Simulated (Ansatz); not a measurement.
A series of runs on La₂Se₃ (P-3m1, 5 atoms in the cell)

```yaml
crystal:
  lattice:
    - [4.85654, 0.00000, 0.00000]
    - [-2.42827, 4.20589, 0.00000]
    - [0.00000, 0.00000, 7.56723]
  atoms:
    - { symbol: La, position: [0.33333, 0.66667, 0.24670] }
    - { symbol: La, position: [0.66667, 0.33333, 0.75330] }
    - { symbol: Se, position: [0.00000, 0.00000, 0.00000] }
    - { symbol: Se, position: [0.33333, 0.66667, 0.64700] }
    - { symbol: Se, position: [0.66667, 0.33333, 0.35300] }
```

Base run A: PBE run with Ansatz (a first-principles code), self-consistent single point.

Its settings: kpoints.mp_grid.grid = 8 8 5; hamiltonian.xc = pbe; hamiltonian.pseudopotentials = {kind: paw} (the program's default PAW files); scf.occupations.method = gaussian; scf.occupations.width = 0.2 eV.

The starting cell was generated: these elements placed on a structure prototype, without a prior relaxation; it need not be a known phase or ordering of this composition. Ansatz's pressure includes its estimate of the finite-basis (Pulay) stress.

Total energies depend on the potentials, the functional and any Hubbard or dispersion term, so they are compared only between runs that share all of them.

```
run                                  change  pressure (GPa)  largest force (eV/Å)  gap on the mesh (eV)
---  --------------------------------------  --------------  --------------------  --------------------
A                                      base           -0.09                 0.391                 1.929
B    hamiltonian.xc: pbe → lda [LDA (PW92)]           -4.08                 0.232                 1.819
C     hamiltonian.xc: pbe → pbesol [PBEsol]           -2.62                 0.297                 1.864
D         hamiltonian.xc: pbe → rpbe [RPBE]            1.57                 0.427                 2.001
E     hamiltonian.xc: pbe → revpbe [revPBE]            1.12                 0.417                 1.984
F         hamiltonian.xc: pbe → blyp [BLYP]            3.02                 0.496                 1.982
G     hamiltonian.xc: pbe → r2scan [r2SCAN]           -0.29                 0.387                 2.272
```

Run F against A: The pressure goes from -0.09 to 3.02 GPa, the largest force goes from 0.391 to 0.496 eV/Å and the gap on the mesh goes from 1.929 to 1.982 eV.

Run B against A: The pressure goes from -0.09 to -4.08 GPa, the largest force goes from 0.391 to 0.232 eV/Å and the gap on the mesh goes from 1.929 to 1.819 eV.

Run G against A: The pressure goes from -0.09 to -0.29 GPa, the largest force moves little (0.391 to 0.387 eV/Å) and the gap on the mesh goes from 1.929 to 2.272 eV.

Keys are those of Ansatz 0.2.
